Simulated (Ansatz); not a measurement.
Results of HSE06 (Ansatz, a first-principles code, PAW) for BeAlNS (model structure, started from the AlSiCN type, P3m1, No. 156, 4 atoms in the cell).

Settings: plane-wave cutoff 460 eV, 9×9×6 k mesh (along the axes of the cell as run), Fermi–Dirac smearing 0.01 eV, scalar-relativistic PAW data made under PBE.

The cell is the one relaxed with PBEsol. Conventional cell: a = 3.2346 Å, b = 3.2346 Å, c = 5.3468 Å, α = 90.00°, β = 90.00°, γ = 120.00°.

```xyz
4
Lattice="3.2346 0.0000 0.0000 -1.6173 2.8013 0.0000 0.0000 0.0000 5.3468" Properties=species:S:1:pos:R:3 pbc="T T T"
Al     0.0000     1.8675     2.9553
Be     1.6173     0.9338     5.0834
S      0.0000     1.8675     0.6000
N      1.6173     0.9338     3.3915
```

Task: List the 10 lowest band energies at Γ above −25 eV (eV, relative to the valence band maximum), grouping those that round alike.

Result: At Γ: -16.97, -14.59, -7.30, -2.31 (×2), -0.95, 0.00 (×2), 3.65, 7.73.

Note: the run warned that its exchange threshold was loose for the stress; the relaxation could raise the start's symmetry but not lower it, so the cell can be a saddle point; cell and atoms aren't relaxed at this level (largest force component 0.05 eV/Å).

A model structure was made by putting elements into a prototype or built by hand; it is no filed structure, need not be a known phase, and can be a saddle point held by its symmetry.
